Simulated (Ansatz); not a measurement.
**Several settings converged on a (100) slab of LaBi (cut from a parent of space group no. 225; 8 atoms in the cell)**

```xyz
8
Lattice="4.7352 0.0000 0.0000 -4.7352 4.7352 0.0000 0.0000 0.0000 24.0448" Properties=species:S:1:pos:R:3 pbc="T T T"
Bi     0.0000     0.0000    10.3483
Bi    -2.3676     2.3676     7.0000
Bi     0.0000     0.0000    17.0448
Bi    -2.3676     2.3676    13.6965
La     0.0000     0.0000     7.0000
La    -2.3676     2.3676    10.3483
La     0.0000     0.0000    13.6965
La    -2.3676     2.3676    17.0448
```

Base method: PBEsol, default PAW files made with PBE (plane waves; Ansatz, a program for electronic structure).

Base settings: basis.ecutwfc = 420 eV; kpoints.mp_grid.grid = 5 5 1; hamiltonian.xc = pbesol; hamiltonian.pseudopotentials = {kind: paw} (the program's default PAW files); scf.occupations.method = gaussian; scf.occupations.width = 0.1 eV.

The count of work is k-points × plane waves × bands × iterations; it is no time. Core times come from one kind of shared machine, to one figure; runs under 30 s give none.

**The k-point mesh**

Only quantities that move along the ladder and can be compared are tabulated.

| kpoints.mp_grid.grid | free energy less the last step's (meV/atom) | largest difference of a force vector from the last step's (eV/Å) | count of work / last | core time / last (rough) |
|---|---|---|---|---|
| 2 2 1 | 215.81 | 0.388 | 0.033 | – |
| 3 3 1 | 32.17 | 0.112 | 0.033 | – |
| 4 4 1 | 9.27 | 0.047 | 0.058 | – |
| 5 5 1 | 2.86 | 0.026 | 0.066 | – |
| 6 6 1 | 0.94 | 0.015 | 0.11 | – |
| 7 7 1 | 0.27 | 0.010 | 0.11 | – |
| 8 8 1 | 0.00 | 0.006 | 0.16 | 0.2 |
| 10 10 1 | -0.08 | 0.003 | 0.23 | 0.2 |
| 11 11 1 | -0.05 | 0.002 | 0.26 | 0.3 |
| 13 13 1 | -0.02 | 0.001 | 0.31 | 0.3 |
| 16 16 1 | 0.00 | 0.000 | 0.56 | 0.5 |
| 18 18 1 | 0.00 | 0.000 | 0.60 | 0.6 |
| 22 22 1 | 0.00 | 0.000 | 0.86 | 0.9 |
| 25 25 1 | 0.00 | 0.000 | 1.0 | 1 |

Coarsest kpoints.mp_grid.grid that holds the free energy within 2 meV/atom of the last step, with all finer ones: 6 6 1, at 0.11 of the last step's count of work; the step before is off by 2.9 meV/atom.

Coarsest kpoints.mp_grid.grid that holds the forces within 0.005 eV/Å of the last step, with all finer ones: 10 10 1, at 0.23 of the last step's count of work and about 0.2 of the last step's time; the step before is off by 0.006 eV/Å.

**The depth of the slab**

On a (100) slab of LaBi (cut from a parent of space group no. 225; 4 atoms in the cell), and deeper slabs.

Surface energy = (E_slab − N e_bulk)/2A, with e_bulk from the bulk crystal on its finest mesh (165 k-points); errors per atom of slab and bulk, whose meshes differ, grow with N.

The mesh stays at the base's, so the ladder's end is converged at best in this setting alone.

Only quantities that move along the ladder and can be compared are tabulated.

| atoms | unrelaxed surface energy (J/m²) | count of work / last | core time / last (rough) |
|---|---|---|---|
| 4 | 0.579 | 0.081 | – |
| 8 | 0.586 | 0.25 | – |
| 12 | 0.588 | 0.48 | 0.4 |
| 16 | 0.592 | 0.78 | 0.6 |
| 20 | 0.595 | 1.0 | 1 |

State of the unrelaxed surface energy at the end of the ladder: still drifting one way, by 0.006 J/m² over the last two steps, so the last step is no safe reference.

On the base run: the starting cell comes from a database of computed structures (which also holds hypothetical and non-ambient phases and stackings), without a prior relaxation at this level. The slab is cut from that crystal, and its faces are unrelaxed. Its lattice was rescaled by up to half a per cent.

Keys are those of Ansatz 0.2.
